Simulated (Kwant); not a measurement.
System: Ge/Si0.2Ge0.8 stack with 3 barriers. One parabolic valley. Leads of mass 0.12 mₑ with the band edge at 0; grid 0.1 nm; bias swept from 0.0048 to 0.18 V, dropping linearly over the stack. Emitter Fermi level 0.017 eV, 77 K, equal in the collector.

```json
[
 {"layer": "1", "thickness (nm)": "3.7", "band offset (eV)": "0.12", "mass (mₑ)": "0.14"},
 {"layer": "2", "thickness (nm)": "2.7", "band offset (eV)": "0", "mass (mₑ)": "0.12"},
 {"layer": "3", "thickness (nm)": "3.7", "band offset (eV)": "0.12", "mass (mₑ)": "0.14"},
 {"layer": "4", "thickness (nm)": "2.7", "band offset (eV)": "0", "mass (mₑ)": "0.12"},
 {"layer": "5", "thickness (nm)": "3.7", "band offset (eV)": "0.12", "mass (mₑ)": "0.14"}
]
```

The device is made up for the run: typed textbook-type constants, with dimensions and the other settings drawn at random.

Computed with Kwant: one-band effective-mass tight-binding model in one dimension, coherent, no space charge, current by the Tsu-Esaki formula.

Sweep values stay those of the base run.

The width of the first well was swept, all else fixed.

```tsv
width of the first well (nm)	J (A/cm²) at bias = 0.04709 V	J (A/cm²) at bias = 0.1317 V	J (A/cm²) at bias = 0.1800 V	J (A/cm²) at bias = 0.08938 V
1.6	183	501	3030	1280
2.2	313	1690	13600	1700
2.7	590	5220	33600	2590
3.2	1260	13500	44600	4720
4.1	3650	29800	1140	14500
```

From the first row to the last the J at bias = 0.04709 V goes from 183 to 3650. From the first row to the last the J at bias = 0.1317 V goes from 501 to 29800.
